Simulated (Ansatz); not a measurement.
Consider Ti-vacancy pair (Ti on one host Ru site, one Ru site vacant) in hcp Ru, neutral cell. Level of theory: PBE, PAW (plane waves to 420 eV; Ansatz, a program for electronic structure).

Settings: 36 host sites, the relaxed PBE lattice, a 2×2×2 k-point mesh shifted by half a step along c, smearing 0.10 eV, spin-restricted, no image-charge correction. Static, classical nuclei. Forms of the defect that were not tried may lie lower.

Barriers: single points on a 4×4×4 k-point mesh shifted by half a step along c at the bands' geometries (they differ from the bands' own by up to 0.14 eV, and are uncertain by about as much).

The step: direct exchange of Ti with the vacancy (Ti-vacancy distance between ideal sites 2.66 Å throughout). Atoms about the jump, Cartesian Å from the middle of the jump, before and after:

```
atom     x0     y0     z0     x1     y1     z1
----  -----  -----  -----  -----  -----  -----
Ti1    0.64   0.37  -0.96  -0.64  -0.37   0.96
Ru2   -2.04   0.38  -1.07  -2.08   0.39  -1.11
Ru3   -0.69  -1.96  -1.07  -0.70  -2.00  -1.11
Ru4    0.70   2.00   1.11   0.69   1.96   1.07
Ru5    2.08  -0.39   1.11   2.04  -0.38   1.07
Ru6   -0.70   2.75  -1.08  -0.69   2.75  -1.08
Ru7   -2.04   1.98   1.08  -2.03   1.98   1.08
Ru8    2.03  -1.98  -1.08   2.04  -1.98  -1.08
Ru9    0.69  -2.75   1.08   0.70  -2.75   1.08
Ru10  -0.68  -0.39  -3.26  -0.67  -0.39  -3.23
Ru11   0.67   0.39   3.23   0.68   0.39   3.26
Ru12   3.40   0.41  -1.08   3.41   0.40  -1.08
Ru13  -3.41  -0.40   1.08  -3.40  -0.41   1.08
Ru14  -2.05  -2.75   1.08  -2.05  -2.75   1.08
Ru15   2.05   2.75  -1.08   2.05   2.75  -1.08
```

Q: Give the saddle-point geometry and the barrier.

A: 
```json
[
 {"atom": "Ti1", "x": "0.00", "y": "0.00", "z": "-0.01"},
 {"atom": "Ru2", "x": "-2.15", "y": "0.41", "z": "-1.15"},
 {"atom": "Ru3", "x": "-0.72", "y": "-2.06", "z": "-1.15"},
 {"atom": "Ru4", "x": "0.72", "y": "2.06", "z": "1.13"},
 {"atom": "Ru5", "x": "2.14", "y": "-0.41", "z": "1.13"},
 {"atom": "Ru6", "x": "-0.70", "y": "2.74", "z": "-1.09"},
 {"atom": "Ru7", "x": "-2.03", "y": "1.98", "z": "1.07"},
 {"atom": "Ru8", "x": "2.03", "y": "-1.98", "z": "-1.09"},
 {"atom": "Ru9", "x": "0.70", "y": "-2.74", "z": "1.07"},
 {"atom": "Ru10", "x": "-0.67", "y": "-0.38", "z": "-3.21"},
 {"atom": "Ru11", "x": "0.66", "y": "0.38", "z": "3.19"},
 {"atom": "Ru12", "x": "3.37", "y": "0.39", "z": "-1.08"},
 {"atom": "Ru13", "x": "-3.38", "y": "-0.39", "z": "1.06"},
 {"atom": "Ru14", "x": "-2.03", "y": "-2.73", "z": "1.06"},
 {"atom": "Ru15", "x": "2.03", "y": "2.73", "z": "-1.08"}
]
```
It lies 0.71 eV above the start and 0.71 eV above the end. The program found a first-order saddle point.
